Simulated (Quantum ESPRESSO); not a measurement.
Density of states of InCo3N (Pm-3m, 5 atoms in the cell).

```
CELL_PARAMETERS angstrom
      3.88948     0.00000     0.00000
      0.00000     3.88948     0.00000
      0.00000     0.00000     3.88948
ATOMIC_POSITIONS crystal
  In 0.00000 0.00000 0.00000
  Co 0.50000 0.50000 0.00000
  Co 0.00000 0.50000 0.50000
  Co 0.50000 0.00000 0.50000
  N  0.50000 0.50000 0.50000
```
Moments meant for the start (each program seeds them in its own way; μB, in the order of the atoms In Co Co Co N): 0.0 3.0 3.0 3.0 0.0.

Method: LDA (PZ), GBRV 1.5 ultrasoft (LDA) pseudopotentials (plane waves; Quantum ESPRESSO).

SCF settings: ecutwfc = 50 Ry; ecutrho = 400 Ry; occupations = smearing; smearing = methfessel-paxton; degauss = 0.0073499 Ry; nspin = 2; potentials = {In: in_lda_v1.4.uspp.F.UPF, Co: co_lda_v1.2.uspp.F.UPF, N: n_lda_v1.2.uspp.F.UPF}; K_POINTS = automatic 5 5 5 0 0 0; conv_thr = 1e-11 Ry; mixing_beta = 0.4. Keys of the DOS step: nscf.calculation = nscf; nscf.verbosity = high; nscf.occupations = tetrahedra_opt; nscf.nbnd = 43; nscf.startingwfc = random; nscf.diago_thr_init = 1e-06; nscf.diagonalization = cg; nscf.K_POINTS = automatic 11 11 11 0 0 0; dos.x.fildos = dos.dat; dos.x.Emin = -15 eV; dos.x.Emax = 30 eV; dos.x.DeltaE = 0.1 eV.

The starting cell comes from a database of computed structures (which also holds hypothetical and non-ambient phases and stackings), without a prior relaxation at this level. Its lattice was rescaled by a random factor within 2.5 % of one.

Total DOS (both spins), as means of the tabulated values in each energy bin; the zero is the program's Fermi level or highest filled level, and the curve is cut to this window:

```
E (eV) | states/eV/cell
    -7.75 | ###### 1.85
    -7.25 | ###### 1.70
    -6.75 | ##### 1.56
    -6.25 | ########## 2.99
    -5.75 | ############# 4.13
    -5.25 | ##### 1.39
    -4.75 | # 0.19
    -4.25 | ### 0.78
    -3.75 | ####### 2.12
    -3.25 | ################# 5.22
    -2.75 | ############# 4.13
    -2.25 | ##################### 6.33
    -1.75 | ##################### 6.32
    -1.25 | ############################## 9.21
    -0.75 | ###################### 6.72
    -0.25 | ##################### 6.53
     0.25 | ############ 3.74
     0.75 | ########### 3.36
     1.25 | ###### 1.76
     1.75 | ######## 2.32
     2.25 | ######## 2.42
     2.75 | ######### 2.66
```

Around zero the curve holds about 3.7 states/eV/cell.
